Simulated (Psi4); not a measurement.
Psi4 1.11, PBE0/def2-svp: n-butyl acetate (CCCCOC(C)=O), 20 atoms. The geometry is a generated start, not checked to be a minimum at this level.

```json
{
  "task": "energy",
  "method": "pbe0",
  "basis": "def2-svp",
  "memory": "3 GB",
  "maxiter": "100",
  "keys_of_the_molecule_block": "symmetry c1",
  "scf_type": "df (default)",
  "diis_max_vecs": "10 (default)",
  "e_convergence": "1e-06 (default)",
  "d_convergence": "1e-06 (default)",
  "dft_radial_points": "75 (default)",
  "dft_spherical_points": "302 (default)",
  "basis_functions": "172",
  "grid_points": "422369"
}
```

```xyz
20

C     -3.4215     0.4166    -0.2607
C     -2.1944    -0.4812    -0.1540
C     -0.9036     0.3322    -0.0905
C      0.3111    -0.5729     0.0405
O      1.4861     0.2352     0.0958
C      2.6482    -0.4140     0.2147
C      3.8045     0.5506     0.2688
O      2.7386    -1.6118     0.2676
H     -3.3658     1.0336    -1.1544
H     -4.3269    -0.1826    -0.3121
H     -3.4899     1.0715     0.6049
H     -2.2736    -1.1007     0.7420
H     -2.1555    -1.1505    -1.0159
H     -0.9333     1.0114     0.7637
H     -0.7999     0.9365    -0.9937
H      0.2552    -1.1806     0.9516
H      0.3884    -1.2579    -0.8125
H      3.6728     1.2256     1.1107
H      3.8269     1.1427    -0.6422
H      4.7326    -0.0036     0.3759
```

With the defaults (diis = true, scf_initial_accelerator = adiis, damping_percentage = 0, guess = auto, which took SAD, level_shift = 0, level_shift_cutoff = 0.01) it converges in 9 SCF iterations. One run each on 2 threads, with these changes:
- guess = sapgau
- guess = sap
- guess = modhuckel
- damping_percentage = 60
- diis = false, scf_initial_accelerator = none, damping_percentage = 60
- scf_initial_accelerator = ediis
- guess = huckel
- level_shift = 0.1, level_shift_cutoff = 0.001
- guess = core

Which runs fail or end elsewhere than the default run?

No convergence: diis = false, scf_initial_accelerator = none, damping_percentage = 60 (the run ends without SCF convergence in 100 iterations). The rest reach the solution of the defaults.

```tsv
setting	SCF iterations	end
the defaults	9	same solution
scf_initial_accelerator = ediis	9	same solution
level_shift = 0.1, level_shift_cutoff = 0.001	9	same solution
guess = modhuckel	10	same solution
guess = huckel	10	same solution
guess = sapgau	10	same solution
guess = sap	11	same solution
guess = core	16	same solution
damping_percentage = 60	62	same solution
diis = false, scf_initial_accelerator = none, damping_percentage = 60	100	no convergence
```
